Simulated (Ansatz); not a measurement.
**A constructed model of the (111) surface of fcc Pd, (√3x√3)R30° layer of S, one a cell, on the site that continues the host's stacking (bottom of the slab: a bare face, its two planes held)**

Method: PBE (plane waves to 420 eV, PAW; Ansatz, a program for electronic structure).

Model: 19-atom slab, 13.4 Å thick at the start, 9x9x1 mesh, Fermi-Dirac 0.1 eV, dipole correction, 6 atoms held, the rest relaxed; start symmetry kept, larger cells not searched; no spin, no spin-orbit, no U. It is one candidate, not shown to be the stable structure of the face.

```yaml
work_function_of_the_top_face: 5.25 eV
energy_released_by_relaxation: 0.85 eV
cost: about 4 core-minutes (a rough figure)
```
